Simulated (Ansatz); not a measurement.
Electronic density of states of amorphous C120B12, density 2.41 g/cm³, on a 2×2×2 Γ-centred mesh with a Gaussian width of 0.1 eV; energies count from the Fermi level. Cell and mesh are small, so fine structure isn't converged. Method: PBE-D3(BJ), scalar-relativistic without spin-orbit coupling (plane waves to 420 eV, PAW; Ansatz, a program for electronic structure). Sampling: a 2×2×2 Γ-centred mesh; Fermi-Dirac width 0.05 eV; no spin polarisation. The levels at the Fermi energy are partly filled. A closed spacing in one fast-quenched cell at PBE doesn't show the material to be a metal.

A CHGNet melt-quench gave the starting glass, which DFT then relaxed. The hot cell started wider than the set density and was brought back towards it in steps. It is the lowest in DFT energy of 4 quenches. It is a model cell: composition and starting density were chosen by hand, and all elements were melted together. The geometry includes D3(BJ) dispersion. A short ab initio anneal came between quench and relaxation. Its density started from a set value of 2.48 and ended at 2.41 g/cm³. The simulated quench (nominally 790 K/ps over its main leg) is rapid and tends to freeze in more defects than a deposited or slowly cooled glass has. One small periodic cell is one sample of the glass; other quenches scatter about these values. Volume and shape were free in the relaxation. On a 2×2×2 Γ-centred mesh force components of up to 0.19 eV/Å stay, since the relaxation ran on one k-point at (1/4, 1/4, 1/4).

```tsv
E - EF (eV)	states/(eV atom)
-12.00	0.16
-11.90	0.15
-11.80	0.16
-11.70	0.16
-11.60	0.16
-11.50	0.15
-11.40	0.16
-11.30	0.16
-11.20	0.16
-11.10	0.18
-11.00	0.18
-10.90	0.16
-10.80	0.16
-10.70	0.15
-10.60	0.16
-10.50	0.18
-10.40	0.18
-10.30	0.18
-10.20	0.18
-10.10	0.17
-10.00	0.15
-9.90	0.17
-9.80	0.18
-9.70	0.20
-9.60	0.19
-9.50	0.15
-9.40	0.15
-9.30	0.18
-9.20	0.21
-9.10	0.24
-9.00	0.24
-8.90	0.23
-8.80	0.24
-8.70	0.25
-8.60	0.25
-8.50	0.25
-8.40	0.25
-8.30	0.26
-8.20	0.25
-8.10	0.25
-8.00	0.25
-7.90	0.26
-7.80	0.25
-7.70	0.27
-7.60	0.30
-7.50	0.28
-7.40	0.28
-7.30	0.29
-7.20	0.27
-7.10	0.27
-7.00	0.30
-6.90	0.31
-6.80	0.32
-6.70	0.28
-6.60	0.29
-6.50	0.32
-6.40	0.34
-6.30	0.34
-6.20	0.29
-6.10	0.30
-6.00	0.35
-5.90	0.34
-5.80	0.32
-5.70	0.31
-5.60	0.30
-5.50	0.35
-5.40	0.39
-5.30	0.35
-5.20	0.31
-5.10	0.30
-5.00	0.30
-4.90	0.30
-4.80	0.31
-4.70	0.31
-4.60	0.31
-4.50	0.33
-4.40	0.29
-4.30	0.26
-4.20	0.27
-4.10	0.26
-4.00	0.27
-3.90	0.26
-3.80	0.24
-3.70	0.25
-3.60	0.26
-3.50	0.30
-3.40	0.30
-3.30	0.29
-3.20	0.28
-3.10	0.23
-3.00	0.24
-2.90	0.24
-2.80	0.22
-2.70	0.23
-2.60	0.24
-2.50	0.26
-2.40	0.25
-2.30	0.26
-2.20	0.26
-2.10	0.27
-2.00	0.24
-1.90	0.22
-1.80	0.22
-1.70	0.24
-1.60	0.23
-1.50	0.21
-1.40	0.21
-1.30	0.21
-1.20	0.20
-1.10	0.20
-1.00	0.20
-0.90	0.18
-0.80	0.17
-0.70	0.17
-0.60	0.16
-0.50	0.13
-0.40	0.11
-0.30	0.12
-0.20	0.12
-0.10	0.14
0.00	0.16
0.10	0.14
0.20	0.11
0.30	0.09
0.40	0.10
0.50	0.13
0.60	0.12
0.70	0.11
0.80	0.11
0.90	0.09
1.00	0.08
1.10	0.12
1.20	0.14
1.30	0.12
1.40	0.11
1.50	0.13
1.60	0.17
1.70	0.17
1.80	0.15
1.90	0.14
2.00	0.16
2.10	0.17
2.20	0.18
2.30	0.18
2.40	0.16
2.50	0.14
2.60	0.14
2.70	0.18
2.80	0.21
2.90	0.20
3.00	0.18
3.10	0.16
3.20	0.18
3.30	0.18
3.40	0.15
3.50	0.15
3.60	0.18
3.70	0.18
3.80	0.14
3.90	0.14
4.00	0.15
4.10	0.16
```
